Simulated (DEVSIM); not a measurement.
**GaP p-i-n diode**

Device: GaP p-i-n diode, at 400 K.

```
layer (left to right)  material  thickness (μm)  Nd (cm⁻³)  Na (cm⁻³)  τn (s)  τp (s)
---------------------  --------  --------------  ---------  ---------  ------  ------
1                           GaP            1.60          -     4.2e18  2.8e-6  2.8e-6
2                           GaP            11.0     1.6e13          -  2.8e-6  2.8e-6
3                           GaP           0.320     3.5e17          -  2.8e-6  2.8e-6
```

Left contact: ohmic. Right contact: ohmic. Voltage is applied to the left contact. Recombination: SRH at mid-gap. Mobility is constant in doping.

The device is made up for the run: typed textbook-type constants, with dimensions and the other settings drawn at random. Values at 300 K; Nc and Nv go as T^1.5, mobilities as T to minus their exponent, the gap by Varshni's rule with the affinity fixed.

```tsv
parameter	GaP
gap (eV)	2.26
affinity (eV)	3.8
permittivity	11.1
Nc (cm⁻³)	1.8e19
Nv (cm⁻³)	1.9e19
μn (cm²/Vs)	250
μp (cm²/Vs)	150
T exponent of μn	1.6
T exponent of μp	1.98
Varshni α (eV/K)	0.00058
Varshni β (K)	372
```

DEVSIM, 1D drift-diffusion, Boltzmann statistics, complete ionisation; no tunnelling, impact ionisation, image-force lowering or self-heating.

| Quantity | Result |
|---|---|
| Potential step across the device at zero bias | 2.000 V |
| Dark forward voltage at 1 A/cm² | 1.627 V |
| Dark forward voltage at 100 A/cm² | 1.855 V |

Dark forward current:

(V (V), J (A/cm²)): (0.25, 2.2e-11); (0.70, 2.3e-8); (0.85, 2.6e-7); (0.95, 1.5e-6); (1.05, 1.0e-5); (1.20, 0.00024); (1.30, 0.0014); (1.40, 0.0076); (1.50, 0.054); (1.65, 1.7); (1.75, 14); (1.85, 93); (2.00, 870); (2.10, 2400)

Dark reverse current:

```tsv
V (V)	J (A/cm²)
-0.40	-1.8e-12
-1.00	-3.5e-12
-2.00	-5.2e-12
-3.00	-6.2e-12
-4.00	-6.8e-12
-6.00	-7.5e-12
-8.00	-7.9e-12
-10.00	-8.2e-12
-13.00	-8.5e-12
-16.00	-8.7e-12
-20.00	-8.8e-12
```
